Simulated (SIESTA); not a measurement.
SIESTA run on NaHg3 (Pm-3m, 4 atoms in the cell): self-consistent single point.

Computed with GGA PBEsol, numerical atomic orbitals TZP, PseudoDojo PBEsol standard norm-conserving potentials (rewritten from UPF to PSML) in SIESTA.

```xyz
4
Lattice="4.6406 0.0000 0.0000 0.0000 4.6406 0.0000 0.0000 0.0000 4.6406" Properties=species:S:1:pos:R:3 pbc="T T T"
Na     0.0000     0.0000     0.0000
Hg     0.0000     2.3203     2.3203
Hg     2.3203     0.0000     2.3203
Hg     2.3203     2.3203     0.0000
```

Reference input (self-consistent single point, DFT, LDA PW92, numerical atomic orbitals TZP, PseudoDojo LDA standard norm-conserving potentials (rewritten from UPF to PSML)): XC.functional = LDA; XC.authors = PW92; potentials = PseudoDojo LDA standard; PAO.BasisSize = TZP; PAO.EnergyShift = 0.005 Ry; MeshCutoff = 400 Ry; kgrid.MonkhorstPack = 10 10 10; OccupationFunction = MP; OccupationMPOrder = 0; ElectronicTemperature = 0.2 eV; MaxSCFIterations = 150; SCF.Mixer.Method = Broyden. This run's input differs from it in these lines:

```diff
@@ -1,2 +1,2 @@
-# files in the folder: Na.psml Hg.psml (PseudoDojo LDA standard)
+# files in the folder: Na.psml Hg.psml (PseudoDojo PBEsol standard)
 SystemName  NaHg3
@@ -24,4 +24,4 @@
 
-XC.functional                LDA
-XC.authors                   PW92
+XC.functional                GGA
+XC.authors                   PBEsol
 PAO.BasisSize                TZP
```

Output (repeated stretches shortened):

```
        iscf     Eharris(eV)        E_KS(eV)     FreeEng(eV)     dDmax    Ef(eV) dHmax(eV)
   scf:    1   -14769.133386   -14793.255407   -14793.294178  7.788528  0.615851 26.996099
   scf:    2   -14854.769161   -14829.917021   -14829.943528  3.936349 -0.652043  9.221354
   scf:    3   -14835.914660   -14833.686344   -14833.710872  0.854375 -1.105196  1.736263
   scf:    4   -14833.584481   -14833.717790   -14833.743160  0.207610 -1.358558  1.038960
   scf:    5   -14833.811936   -14833.788971   -14833.813141  0.135192 -1.372508  0.180001
   [... 7 lines left out ...]
   scf:   13   -14833.790293   -14833.790292   -14833.814561  0.000039 -1.402593  0.000274
   scf:   14   -14833.790293   -14833.790293   -14833.814561  0.000025 -1.402625  0.000196
   scf:   15   -14833.790293   -14833.790293   -14833.814561  0.000013 -1.402648  0.000136
   scf:   16   -14833.790293   -14833.790293   -14833.814561  0.000009 -1.402664  0.000096
SCF Convergence by DM+H criterion
max |DM_out - DM_in|         :     0.0000093268
max |H_out - H_in|      (eV) :     0.0000961260
SCF cycle converged after 16 iterations

Using DM_out to compute the final energy and forces

siesta: E_KS(eV) =           -14833.7903

siesta: E_KS - E_eggbox =    -14833.7903

siesta: Atomic forces (eV/Ang):
     1   -0.000000    0.000000    0.000000
     2   -0.000000    0.000000   -0.000000
     3   -0.000000    0.000000   -0.000000
     4   -0.000000    0.000000   -0.000000
   Tot   -0.000000    0.000000   -0.000000
   Max    0.000000
   Res    0.000000    sqrt( Sum f_i^2 / 3N )
   Max    0.000000    constrained

Stress tensor Voigt[x,y,z,yz,xz,xy] (kbar):       66.24       66.24       66.24        0.00        0.00        0.00
(Free)E + p*V (eV/cell)   -14837.9464
   [... lines left out ...]
siesta: FreeEng =    -14833.814561
   [... lines left out ...]
siesta:     0.041344    0.000000   -0.000000
siesta:     0.000000    0.041344    0.000000
siesta:     0.000000    0.000000    0.041344

siesta: Cell volume =         99.938040 Ang**3

siesta: Pressure (static):
siesta:                Solid            Molecule  Units
siesta:          -0.00045029         -0.00045029  Ry/Bohr**3
siesta:          -0.04134398         -0.04134398  eV/Ang**3
siesta:         -66.24036158        -66.24036158  kBar
```

The run converged in 16 iterations. Against the reference run the pressure goes from -8.36 to -6.62 GPa.

The starting cell comes from a database of computed structures (which also holds hypothetical and non-ambient phases and stackings), without a prior relaxation at this level. Values carry the incompleteness of an atom-centred basis. With a pressure of about -7 GPa the cell is away from its equilibrium volume at this level.

Cost on one core of a shared machine: roughly 60 s.
